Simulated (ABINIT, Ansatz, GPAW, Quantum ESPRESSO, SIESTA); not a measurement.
## Zr (P6_3/mmc, 4 atoms in the cell) computed with different codes at matched settings

Self-consistent single point, at a second geometry (lattice scaled by 0.98). First geometry:

```yaml
crystal:
  lattice:
    - [3.22393, 0.00000, 0.00000]
    - [-1.61197, 2.79201, 0.00000]
    - [0.00000, 0.00000, 10.37302]
  atoms:
    - { symbol: Zr, position: [0.00000, 0.00000, 0.00000] }
    - { symbol: Zr, position: [0.00000, 0.00000, 0.50000] }
    - { symbol: Zr, position: [0.33333, 0.66667, 0.25000] }
    - { symbol: Zr, position: [0.66667, 0.33333, 0.75000] }
```

Shared settings, as Ansatz (a quantum-chemistry and plane-wave program) writes them: kpoints.mp_grid.grid = 11 11 3; scf.occupations.method = gaussian; scf.occupations.width = 0.1 eV. Potentials and cutoffs stand in the table.

| code | model | ΔF from the first geometry (meV/atom) | pressure (GPa) | cutoff |
|---|---|---|---|---|
| Quantum ESPRESSO | PBE, GBRV 1.5 ultrasoft (PBE) pseudopotentials | 26.9 | 6.25 | 40 Ry |
| ABINIT | PBE, norm-conserving pseudopotentials (PseudoDojo nc-sr-05 PBE standard) | 27.9 | 6.38 | 33 Ha |
| GPAW | PBE, GPAW PAW datasets PBE (gpaw-data 1.0.1) | 25.1 | 5.73 | 550 eV |
| Ansatz | PBE, default PAW files | 27.0 | 6.26 | 420 eV |
| SIESTA | GGA PBE, numerical atomic orbitals DZP, PseudoDojo PBE standard norm-conserving potentials (rewritten from UPF to PSML) | 13.0 | 4.97 | grid 400 Ry |

The spread over the programs that give each value: ΔF from the first geometry within 14.9 meV/atom; pressure within 1.41 GPa.

SIESTA uses small atom-centred bases, whose incompleteness enters pressures, forces and empty levels differently from a plane-wave cutoff. Ansatz's pressure is given at a fixed set of plane waves, as the other plane-wave codes print theirs. In the pressure, SIESTA (by 1.28) lies more than 1 GPa from the median of the plane-wave programs.

The starting cell was generated: these elements placed on a structure prototype, without a prior relaxation; it need not be a known phase or ordering of this composition. Its lattice was rescaled by a random factor within 2.5 % of one. For this run, on top of that: lattice scaled by 0.98.

Left out of this page: Elk and FLEUR (not drawn, or without a comparable value).

Keys are those of Ansatz 0.2.
